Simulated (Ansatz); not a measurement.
# CuI, element substitutions

The reference is CuI in the zinc blende structure (space group F-43m, No. 216; a = 6.021 Å).

Each row replaces one element on all its sites; cell and atoms are relaxed.

All numbers come from r2SCAN in Ansatz (plane waves to 500 eV, PAW, without spin-orbit coupling), earlier PAW set.

Candidates:
(a) Cu → Mn
(b) Cu → Cd
(c) I → Te

Base values:

```
Quantity            Value
---------------  --------
Volume per atom  27.28 Å³
```

Question: Order them by volume per atom, lowest first.

Answer: (c) I → Te (24.91 Å³), (a) Cu → Mn (30.59 Å³), (b) Cu → Cd (47.41 Å³)

The magnetic state is the one reached from the starting moments; the real material's order can differ, and small cells can't hold many antiferromagnetic ones. No phonon test of stability was made. As relaxed here, MnI, CdI and CuTe are hypothetical phases, not in the database extracts checked. Spin-polarised in the final run: MnI; the other runs are not. An odd electron count without spin: CdI and CuTe.

Ansatz is a quantum-chemistry and plane-wave program.
